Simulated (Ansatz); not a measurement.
Structure of amorphous Ge$_{12}$Sb$_{12}$Te$_{30}$Al$_{3}$ (periodic cell):

```xyz
57
Lattice="11.9139 0.7050 0.4414 0.7050 12.4377 0.3750 0.4414 0.3750 11.9242" Properties=species:S:1:pos:R:3 pbc="T T T"
Ge     8.4008    11.7603     2.0632
Ge     5.5599     3.0490     1.6114
Ge     7.0497    12.8429     7.5622
Ge     9.0231     3.9225     7.1747
Ge     3.8670     9.3291     5.0636
Ge    10.4871    10.6873     8.5807
Ge     0.9622     8.9998     7.9325
Ge     0.8520     4.7026     4.5334
Ge     2.5148     1.1044     2.9831
Ge    10.6408     3.4541     2.9073
Ge     4.9338     7.8802     6.9667
Ge    11.0976     0.9930    10.5346
Sb     9.7902    10.0404     6.0098
Sb     8.1030     4.4359     2.8966
Sb     2.6143     5.5224     9.4416
Sb     9.1321     7.1402     9.8388
Sb     4.9133     3.9050     5.9176
Sb    12.4924    10.2723     3.5047
Sb     8.6788     6.2181     5.1314
Sb     8.4798    10.0506    10.3346
Sb     6.1757     6.5677     9.3492
Sb     1.5044     3.1846    11.5862
Sb     0.7394     3.8994     7.9105
Sb     6.2324    10.0775     3.8692
Te    11.5315     2.9672     5.3426
Te    10.1625    12.3831     4.2108
Te    10.7010     4.1204    10.2849
Te     0.8150     7.6675    10.4712
Te     4.8205     9.2282     9.4752
Te     6.6404     3.6800     8.6786
Te     7.9141     1.9020     0.4616
Te     3.5955     1.4748     0.4473
Te     2.5520    10.5282     1.1395
Te     5.1949     0.5036     3.5930
Te     5.7650     9.6326     0.9657
Te     3.1422     2.3182     9.0112
Te     1.9684    11.5028     9.0281
Te     7.5075     2.6502     5.1615
Te     5.3577     5.7724    12.0821
Te     9.6244     8.3786     3.3833
Te     6.2843    12.4650    10.1787
Te    10.7672     7.2430     7.4941
Te     3.3057     3.7916     3.5021
Te     8.8800     6.8036     1.0738
Te     2.7737     7.5220     3.4408
Te     2.6781     6.3950     6.6869
Te    10.6018    10.9243    12.1546
Te     9.5403     0.9781     8.1788
Te     1.7407    10.9825     5.2172
Te     7.1097    10.0971     6.9352
Te     5.9072     6.6365     4.2305
Te    11.6657     1.3508     1.5779
Te    12.1531     5.5485     2.1719
Te     3.7733     1.2156     6.3922
Al     2.5500     9.6297    10.7845
Al     7.6204     1.6146     9.9694
Al     6.2804     7.1454     1.5787
```

The numbers are results of PBE-D3(BJ), scalar-relativistic without spin-orbit coupling, PAW (Ansatz default set, large-core Te) (plane waves to 420 eV; Ansatz, an electronic-structure program), not measurements.

It comes from a melt-quench run on a machine-learned potential (CHGNet), relaxed afterwards by DFT. The hot cell started wider than the set density and was brought back towards it in steps. It is the lowest in DFT energy of 3 quenches. It is a model cell: composition and starting density were chosen by hand, and all elements were melted together. The geometry includes D3(BJ) dispersion. Its density started from a set value of 5.69 and ended at 5.90 g/cm³. Cooling (nominally 63 K/ps over its main leg) ran many orders faster than in experiment, which tends to leave more defects and strain. Values belong to this one cell and scatter from quench to quench. Volume and shape were free in the relaxation. On a 2×2×2 Γ-centred mesh force components of up to 0.32 eV/Å stay, since the relaxation ran on one k-point at (1/4, 1/4, 1/4).

Cut-offs for bonds: Ge-Ge 2.82 Å, Ge-Sb 2.90 Å, Ge-Te 3.02 Å, Ge-Al 2.89 Å, Sb-Sb 3.20 Å, Sb-Te 3.14 Å, Sb-Al 3.12 Å, Te-Te 3.31 Å, Te-Al 3.11 Å, Al-Al 2.90 Å.

Question: Give the coordination numbers, mean bond lengths and angles.

Answer: 
```yaml
Mean coordination of Ge: 3.08 (2 with 2, 7 with 3, 3 with 4)
Mean coordination of Sb: 3.25 (9 with 3, 3 with 4)
Mean coordination of Te: 2.47 (2 with 1, 13 with 2, 14 with 3, 1 with 4)
Mean coordination of Al: 4.00 (3 with 4)
Mean Ge-Te bond: 2.794 Å (spread 0.069 Å, 29 counted)
Mean Sb-Te bond: 2.952 Å (spread 0.075 Å, 27 counted)
Mean Te-Al bond: 2.645 Å (spread 0.037 Å, 12 counted)
Mean Sb-Sb bond: 2.976 Å (spread 0.062 Å, 4 counted)
Bond angle at Ge: mean 100.6°, spread 12.4°
Bond angle at Sb: mean 97.7°, spread 20.1°
Bond angle at Te: mean 97.0°, spread 19.2°
Bond angle at Al: mean 108.9°, spread 8.0°
```

Question: List the pairs of like atoms that count as bonded by the rules above.

Answer: Ge5-Ge11 (2.62 Å), Ge6-Ge7 (2.59 Å), Sb14-Sb19 (2.92 Å), Sb15-Sb23 (2.91 Å), Sb16-Sb21 (3.05 Å), Sb16-Sb20 (3.02 Å), Te34-Te54 (3.22 Å), Te36-Te54 (2.91 Å), Te40-Te44 (2.89 Å).

Question: What Bader charges do the atoms carry, from a run on one k-point at (1/4, 1/4, 1/4)?

Answer: Means (range): Ge +0.30 e (+0.07 to +0.40), Sb +0.32 e (+0.18 to +0.50), Te -0.43 e (-0.71 to -0.11), Al +1.79 e (+1.77 to +1.80).
```json
[
 {"atom": "Ge1", "charge (e)": "+0.36"},
 {"atom": "Ge2", "charge (e)": "+0.36"},
 {"atom": "Ge3", "charge (e)": "+0.35"},
 {"atom": "Ge4", "charge (e)": "+0.34"},
 {"atom": "Ge5", "charge (e)": "+0.18"},
 {"atom": "Ge6", "charge (e)": "+0.07"},
 {"atom": "Ge7", "charge (e)": "+0.32"},
 {"atom": "Ge8", "charge (e)": "+0.36"},
 {"atom": "Ge9", "charge (e)": "+0.40"},
 {"atom": "Ge10", "charge (e)": "+0.26"},
 {"atom": "Ge11", "charge (e)": "+0.21"},
 {"atom": "Ge12", "charge (e)": "+0.39"},
 {"atom": "Sb13", "charge (e)": "+0.27"},
 {"atom": "Sb14", "charge (e)": "+0.22"},
 {"atom": "Sb15", "charge (e)": "+0.22"},
 {"atom": "Sb16", "charge (e)": "+0.18"},
 {"atom": "Sb17", "charge (e)": "+0.50"},
 {"atom": "Sb18", "charge (e)": "+0.47"},
 {"atom": "Sb19", "charge (e)": "+0.27"},
 {"atom": "Sb20", "charge (e)": "+0.30"},
 {"atom": "Sb21", "charge (e)": "+0.33"},
 {"atom": "Sb22", "charge (e)": "+0.44"},
 {"atom": "Sb23", "charge (e)": "+0.25"},
 {"atom": "Sb24", "charge (e)": "+0.36"},
 {"atom": "Te25", "charge (e)": "-0.34"},
 {"atom": "Te26", "charge (e)": "-0.34"},
 {"atom": "Te27", "charge (e)": "-0.36"},
 {"atom": "Te28", "charge (e)": "-0.66"},
 {"atom": "Te29", "charge (e)": "-0.67"},
 {"atom": "Te30", "charge (e)": "-0.71"},
 {"atom": "Te31", "charge (e)": "-0.70"},
 {"atom": "Te32", "charge (e)": "-0.31"},
 {"atom": "Te33", "charge (e)": "-0.56"},
 {"atom": "Te34", "charge (e)": "-0.30"},
 {"atom": "Te35", "charge (e)": "-0.66"},
 {"atom": "Te36", "charge (e)": "-0.21"},
 {"atom": "Te37", "charge (e)": "-0.68"},
 {"atom": "Te38", "charge (e)": "-0.27"},
 {"atom": "Te39", "charge (e)": "-0.67"},
 {"atom": "Te40", "charge (e)": "-0.16"},
 {"atom": "Te41", "charge (e)": "-0.64"},
 {"atom": "Te42", "charge (e)": "-0.38"},
 {"atom": "Te43", "charge (e)": "-0.32"},
 {"atom": "Te44", "charge (e)": "-0.53"},
 {"atom": "Te45", "charge (e)": "-0.32"},
 {"atom": "Te46", "charge (e)": "-0.26"},
 {"atom": "Te47", "charge (e)": "-0.35"},
 {"atom": "Te48", "charge (e)": "-0.62"},
 {"atom": "Te49", "charge (e)": "-0.26"},
 {"atom": "Te50", "charge (e)": "-0.32"},
 {"atom": "Te51", "charge (e)": "-0.59"},
 {"atom": "Te52", "charge (e)": "-0.20"},
 {"atom": "Te53", "charge (e)": "-0.28"},
 {"atom": "Te54", "charge (e)": "-0.11"},
 {"atom": "Al55", "charge (e)": "+1.80"},
 {"atom": "Al56", "charge (e)": "+1.80"},
 {"atom": "Al57", "charge (e)": "+1.77"}
]
```
